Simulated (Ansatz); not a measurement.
Consider SrO in the rock salt structure (space group Fm-3m, No. 225; a = 5.122 Å).

Modification: the cell is scaled by 1.0163 in all directions; the atoms relax in the strained cell.

The values are results of PBEsol (Ansatz, an electronic-structure program, PAW, no SOC), not measurements.

Base, band edges from the VBM (valence, conduction): X -0.07, 3.20; W -0.41, 5.99; L -1.15, 6.58; Γ 0.00, 3.93; K -0.44, 4.74; U -0.44, 4.74 eV.

Task: Give the band edges at the high-symmetry points of the new zone, measured from its valence-band maximum.

Result: 
```json
[
 {"point": "Γ", "valence edge (eV)": "0.00", "conduction edge (eV)": "3.59"},
 {"point": "X", "valence edge (eV)": "-0.10", "conduction edge (eV)": "3.22"},
 {"point": "U", "valence edge (eV)": "-0.50", "conduction edge (eV)": "4.67"},
 {"point": "K", "valence edge (eV)": "-0.50", "conduction edge (eV)": "4.67"},
 {"point": "L", "valence edge (eV)": "-1.06", "conduction edge (eV)": "6.36"},
 {"point": "W", "valence edge (eV)": "-0.46", "conduction edge (eV)": "5.86"}
]
```

The gap is 3.22 eV, indirect, Γ → X.

No phonon test of stability was made.
